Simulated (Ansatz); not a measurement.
Consider this model of amorphous Hf16Ti2O36.

```xyz
54
Lattice="8.8100 0.1534 0.0354 0.1534 9.1957 -0.1945 0.0354 -0.1945 8.9546" Properties=species:S:1:pos:R:3 pbc="T T T"
Hf     5.8977     5.1145     7.9573
Hf     3.1972     5.5709     6.0524
Hf     7.1358     8.0261     7.5891
Hf     8.6211     0.3261     1.3934
Hf     5.2482     2.8444     5.6833
Hf     8.4575     6.2176     5.0249
Hf     3.5266     0.9505     2.0150
Hf     2.6550     7.0813     2.7540
Hf     0.4002     5.2576     8.4652
Hf     2.4391     7.8541     8.4021
Hf     3.1007     4.2114     1.1248
Hf     2.2682     1.8139     7.6797
Hf     4.3062     8.9128     5.2052
Hf     6.4831     2.6342     0.3969
Hf     0.8217    -0.0467     5.1641
Hf     5.9639     7.1092     2.2084
Ti     6.8558     1.6920     3.3978
Ti     1.6758     2.9167     4.3793
O      7.2044     8.6728     2.1038
O      6.2468     6.9569     0.1702
O      3.1430     3.6313     5.2607
O      3.4051     2.2446     0.3874
O      1.0417     1.9017     5.9355
O      1.2719     5.7925     6.6365
O      0.2270     7.3596     8.7477
O      0.6472     4.3520     4.3416
O      6.2942     2.9317     7.3299
O      5.5093     8.0177     6.5020
O      1.8213     3.7283     8.3571
O      3.5040     6.9580     4.7032
O      1.9004     8.6270     1.6244
O      4.4720     8.3530     2.8260
O      5.0269     4.1861     0.4615
O      3.9651     1.4672     6.5656
O      3.9490     8.9044     0.2113
O      6.6754     3.2254     4.2530
O      7.1488     0.5655     8.7393
O      2.5107     2.8916     2.6388
O      4.0969     5.7553     2.2412
O      3.6639     6.1429     7.9297
O      7.9386     2.2448     1.7229
O      8.6580     1.0232     3.6991
O      5.3954     1.8224     2.0624
O      8.3209     8.2493     5.9283
O      1.0097     7.2352     3.9739
O      7.6132     4.4754     0.1067
O      5.6466     0.9562     4.6792
O      2.5923     0.6228     4.1159
O      1.1423     0.5918     8.7219
O      7.5835     5.9098     6.9593
O      2.4900     8.6862     6.4986
O      1.6970     5.8264     1.2104
O      6.9975     6.3198     3.7027
O      5.1227     4.8730     6.1110
```

The numbers are results of PBE, scalar-relativistic without spin-orbit coupling (plane waves to 420 eV, PAW; Ansatz, an electronic-structure program), not measurements.

The cell was made by melting and quenching with the CHGNet potential and then relaxed with DFT. O atoms were pushed apart under 1.9 Å during the dynamics, to hinder bonds among them. The hot cell started wider than the set density and was brought back towards it in steps. It is the lowest in DFT energy of 2 quenches. It is a model cell: composition and starting density were chosen by hand, and all elements were melted together. No dispersion term was used. Its density started from a set value of 8.35 and ended at 8.08 g/cm³. Cooling (nominally 380 K/ps over its main leg) ran many orders faster than in experiment, which tends to leave more defects and strain. A cell of this size samples the disorder only roughly. Volume and shape were free in the relaxation.

Neighbours within Hf-Hf 3.34 Å, Hf-Ti 3.23 Å, Hf-O 2.64 Å, Ti-Ti 3.12 Å, Ti-O 2.49 Å, O-O 1.58 Å count as bonded. Two cations that share two anions don't count as bonded, nor two that share one unless they lie closer than Hf-Hf 3.25 Å, Hf-Ti 3.15 Å, Ti-Ti 3.04 Å.

**Question.** Give the coordination numbers, mean bond lengths and angles.

**Answer.** 
The mean coordination of Hf by anions comes out as 6.12 (2 with 5, 10 with 6, 4 with 7) and the mean coordination of Ti by anions is 5.50 (1 with 5, 1 with 6). The mean coordination of O comes out as 3.03 (5 with 2, 25 with 3, 6 with 4) and the mean Hf-O bond is 2.134 Å (spread 0.122 Å, 98 counted). The mean Ti-O bond is 2.014 Å (spread 0.237 Å, 11 counted), the bond angle at Hf is mean 102.9°, spread 29.0° and the bond angle at Ti comes out as mean 104.8°, spread 30.3°. The bond angle at O is mean 115.2°, spread 19.8°.

**Question.** List the pairs of like atoms that count as bonded by the rules above.

**Answer.** There are none by these rules.
